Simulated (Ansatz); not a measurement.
Take InP (space group P4_2/mnm, No. 136; a = 7.2766 Å, c = 4.2158 Å; a hypothetical phase, not in the database extracts checked) as the base.

(Cell as relaxed with PBE.)

Levels (all Ansatz, a program for electronic structure, PAW): PBE (420 eV, no spin-orbit coupling); PBEsol (420 eV, without spin-orbit coupling).

Each level relaxes its own structure.

```csv
quantity,PBE,PBEsol
volume per atom,27.90 Å³,[?]
lattice parameter a,727.7 pm,[?]
lattice parameter c,421.6 pm,[?]
```

### Question
What does PBEsol give?

### Answer

- volume per atom, PBEsol: 26.79 Å³
- lattice parameter a, PBEsol: 717.5 pm
- lattice parameter c, PBEsol: 416.3 pm

PBE's volume per atom lies 1.115 Å³ above PBEsol's (4.2 %); PBE's lattice parameter a lies 10.2 pm above PBEsol's (1.4 %); PBE's lattice parameter c lies 5.3 pm above PBEsol's (1.3 %). Neither level is exact; PBEsol is the comparison here, not a measurement.

Stability against distortions was not tested.
